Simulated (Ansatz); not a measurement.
Lattice thermal conductivity of rock salt RbCl at 300 K from the linearised phonon Boltzmann equation (three-phonon plus isotope scattering) in Ansatz (plane waves, PAW). Reference run: PBEsol, third-order constants from a 54-atom supercell out to 6.9 Å, harmonic mesh 6×6×6, k mesh 6×6×6, scattering mesh 13×13×13. Unless called populations, κ holds the coherence term between modes besides the Boltzmann populations.

```json
[
 {"run": "PBEsol, reference", "highest ν (THz)": "5.04", "κ (W/m/K)": "2.4"},
 {"run": "LDA", "highest ν (THz)": "5.45", "κ (W/m/K)": "4.3"},
 {"run": "PBE", "highest ν (THz)": "4.80", "κ (W/m/K)": "[?]"}
]
```

Task: Some entries are withheld; supply them.

Result: 
- PBE, κ (W/m/K): 1.8

The PAW data sets were generated under PBE and serve the other functionals too.

Ansatz is a quantum-chemistry and plane-wave program.
